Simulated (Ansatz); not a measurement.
N vacancy (V_N) in wurtzite GaN (start: the N site; 96-site cell, 2×2×2 shifted sampling), N-rich (Δμ(N) = 0.00 eV; only phases computed here count, gases as isolated molecules at 0 K). Level of theory: PBE, PAW (plane waves to 420 eV; Ansatz, an electronic-structure program). In charge state +1 (not spin-polarised) the formation energy is 1.42 eV with the Fermi level at the valence-band maximum; take the Fermi level 1.00 eV above it, where this charge is the stable one. The crystal has 4.25 × 10^22 N sites per cm³.

Estimate the equilibrium concentration at 1100 K in the dilute limit, leaving out vibrational entropy and degeneracy.

E_f = 1.42 + (+1)(1.0) = 2.42 eV; kT = 0.0948 eV; c = N exp(−E_f / kT) = 4.25 × 10^22 × exp(−25.5) ≈ 3 × 10^11 cm^-3. An error of 0.2 eV in E_f moves this by a factor of 8.
